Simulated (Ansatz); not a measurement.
The reference is GaAs in the rock salt structure (space group Fm-3m, No. 225; a = 5.394 Å; a hypothetical phase, not in the database extracts checked; relaxed with 0.1 eV smearing).

The values are results of Ansatz (an electronic-structure program) PBE, scalar-relativistic without spin-orbit coupling, earlier PAW set, not measurements.

For the base:

| Item | Value |
|---|---|
| Pressure | 0.0 GPa |
| Band gap | zero |

Now apply this change: an isotropic linear strain of +2.67 %, atoms relaxed at fixed cell.

What happens to the pressure, energy relative to the base and band gap?

The pressure goes from zero to -4.6 GPa; the energy goes up by 25 meV/atom; the band gap is still zero.

Whether these cells are dynamically stable was not tested. All final runs are without spin polarisation.
